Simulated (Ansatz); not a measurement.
**What uniaxial strain ε_zz = +1.00 % does to HgS**

Take HgS in the zinc blende structure (space group F-43m, No. 216; a = 5.8759 Å) as the base. Axes: x, y, z lie along the cube axes.

Now apply this change: uniaxial strain ε_zz = +1.00 %, all other strain components held at zero, atoms relaxed at fixed cell.

Calculations: PBEsol (Ansatz, an electronic-structure program; PAW; 420 eV plane waves; without spin-orbit coupling). k-mesh 10×10×10 (Γ-centred); smearing 0.05 eV (Fermi–Dirac).

The space group goes from F-43m (No. 216) to I-4m2 (No. 119) and the shortest interatomic distance grows by 0.009 Å (2.544 Å → 2.553 Å). The energy increases by 0.6 meV/atom and the band gap remains zero. The stress (xx, yy, zz, yz, xz, xy; compression positive) is (-0.5, -0.5, -0.7, 0.0, 0.0, 0.0) GPa (rough).

A case with no gap was solved on a k-mesh chosen for an insulator, which is coarse for it. Without a gap, meshes like the base's 10×10×10 leave anisotropic stresses uncertain by several tenths of a GPa, and small strain energies with them. Spin-orbit coupling, missing from the scalar runs, can matter with Hg. Stability against distortions was not tested. The final runs are not spin-polarised. The zero or small gap of HgS can change with the level of theory.
